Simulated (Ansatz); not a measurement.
CsCl-type CoAl, treated with PBE (PAW; Ansatz, a program for electronic structure).

Settings: plane-wave cutoff 520 eV, 16×16×16 k mesh, Fermi–Dirac smearing 0.1 eV, perturbation theory, no spin polarisation, scalar-relativistic PAW data made under PBE.

The cell has the measured lattice parameters. Conventional cell: a = 2.8610 Å, b = 2.8610 Å, c = 2.8610 Å, α = 90.00°, β = 90.00°, γ = 90.00°.

```cif
data_AlCo
_chemical_formula_sum 'Al1 Co1'
_space_group_name_H-M_alt 'Pm-3m'
_space_group_IT_number 221
_space_group_name_Hall '-P 4 2 3'
_cell_length_a 2.86100
_cell_length_b 2.86100
_cell_length_c 2.86100
_cell_angle_alpha 90.000
_cell_angle_beta 90.000
_cell_angle_gamma 90.000
loop_
_atom_site_label
_atom_site_type_symbol
_atom_site_symmetry_multiplicity
_atom_site_Wyckoff_symbol
_atom_site_fract_x
_atom_site_fract_y
_atom_site_fract_z
_atom_site_occupancy
Al1 Al 1 b 0.50000 0.50000 0.50000 1
Co1 Co 1 a 0.00000 0.00000 0.00000 1
```

Harmonic phonon frequencies (cm⁻¹; i marks an imaginary mode):

| q point | frequencies |
|---|---|
| Γ | 0 0 0 321 321 321 |
| X | ? |
| M | ? |
| R | ? |

Q: Some entries are withheld; supply them.

A: 
- X, frequencies: 200 200 247 282 282 397
- M, frequencies: 182 182 228 274 375 375
- R, frequencies: 235 235 235 352 352 352

No imaginary mode appears at these points.

Note: the cell isn't this level's own, so it is under some stress, which shifts stiffness and frequencies.
